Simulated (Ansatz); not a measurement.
Base system: a 15-atom supercell of Bi$_{2}$Se$_{3}$ in the Bi2Te3 type structure (space group R-3m, No. 166; a = 4.145 Å, c = 29.266 Å (hexagonal axes)) at its relaxed geometry.

All numbers come from r2SCAN+rVV10 (Ansatz, a program for electronic structure, PAW, without spin-orbit coupling).

Base values:

* **Mean distance from the defect site to its nearest host atoms**: 3.08 Å
* **Pressure**: 0.0 GPa

It is then changed as follows: one Se atom is replaced by Pd, atoms relaxed at fixed cell, starting from a slightly rattled geometry.

Tabulated Pauling electronegativity and covalent radius: Se 2.55, 1.20 Å; Pd 2.20, 1.39 Å.

**Question.** What happens to the largest displacement of a host atom from its site in the perfect cell, mean distance from the defect site to its nearest host atoms and pressure?

**Answer.** The largest displacement of a host atom from its site in the perfect cell amounts to 0.14 Å; the mean distance from the defect site to its nearest host atoms decreases by 0.14 Å, from 3.08 Å to 2.94 Å; the pressure goes from zero to -0.8 GPa.

Other magnetic orders, which the real material may have, were not ruled out. The cell is small, so the values are those of an ordered compound at a high defect concentration; dilute-limit values will differ. Seeded moments were not kept for Pd on a Se site. The defect cell is spin-polarised and ends with 0.0 μB.
